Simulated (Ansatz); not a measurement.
Here is the system:

End structure of NH2 on the (100) surface of germanium (p(2x2) alternately buckled dimers; a constructed slab, bottom: dihydride, held), one in a cell of 66 Å², started at the site 'over Ge at depth 1.6 Å':

```xyz
43
Lattice="8.1459 0.0000 0.0000 0.0000 8.1459 0.0000 0.0000 0.0000 30.5000" Properties=species:S:1:pos:R:3 pbc="T T T"
Ge     2.0365     0.0000    10.6178
Ge     6.1094     0.0000    10.6178
Ge     2.0365     4.0729    10.6178
Ge     6.1094     4.0729    10.6178
Ge     2.0365     2.0365    12.0578
Ge     6.1094     2.0365    12.0578
Ge     2.0365     6.1094    12.0578
Ge     6.1094     6.1094    12.0578
Ge    -0.0164     2.0385    13.4840
Ge     4.0894     2.0344    13.4840
Ge    -0.0164     6.1074    13.4840
Ge     4.0894     6.1115    13.4840
Ge    -0.0696     0.0000    14.9154
Ge     4.0857     0.0000    14.9220
Ge    -0.0127     4.0729    14.9220
Ge     4.1425     4.0729    14.9154
Ge     2.0041    -0.0091    16.2643
Ge     6.0855    -0.0033    16.4434
Ge     2.0719     4.0714    16.2822
Ge     6.1384     4.0747    16.4333
Ge     2.0577     2.0180    17.6666
Ge     6.0897     2.0430    17.9025
Ge     2.0458     6.1169    17.6894
Ge     6.0946     6.1020    17.9109
Ge     0.0751     2.0241    19.2374
Ge     3.9866     2.1103    19.2716
Ge     0.0600     6.1905    19.2832
Ge     3.9875     6.0415    19.2737
Ge     0.9268     0.0664    20.5271
Ge     3.4672     0.0036    20.4971
Ge     1.1128     4.1048    20.0283
Ge     3.5198     4.0764    20.8247
H      3.2426     0.0000     9.6127
H      0.8304     0.0000     9.6127
H      7.3155     0.0000     9.6127
H      4.9033     0.0000     9.6127
H      3.2426     4.0729     9.6127
H      0.8304     4.0729     9.6127
H      7.3155     4.0729     9.6127
H      4.9033     4.0729     9.6127
N      0.3456     0.2634    22.3037
H      0.7181    -0.4674    22.9127
H     -0.6721     0.2501    22.3902
```

Model: 43-atom slab, 11.3 Å thick at the start with caps and adatoms under the adsorbate (thin: gaps and levels are the slab's own), 3x3x1 mesh, Fermi-Dirac 0.01 eV, dipole correction, single point; no symmetry held, on the structure that PBE left; spin-polarised, ending with about 1.0 μB a cell; orders that need a larger cell were not tried, no spin-orbit, no U, no dispersion correction. The program's check for a lower electronic state was not made. At the end it is bonded to Ge. In PBE this state lies 0.08 eV over the lowest of the starts that converged ('bridge Ge-Ge (span 4.1 Å)').

A negative adsorption energy means that the adsorbate is more stable on the surface than in its reference.

### Question
Give the adsorption energy against NH3(g) − ½ H2(g) at the same level at the level Ansatz (a program for electronic structure) with r2SCAN, at the PBE geometry and the start's symmetry.

### Answer
-0.18 eV

### Question
Estimate the change of the step from the bottom to the top vacuum level, against the clean slab that r2SCAN, at the PBE geometry and the start's symmetry returns for this input.

### Answer
-0.12 eV
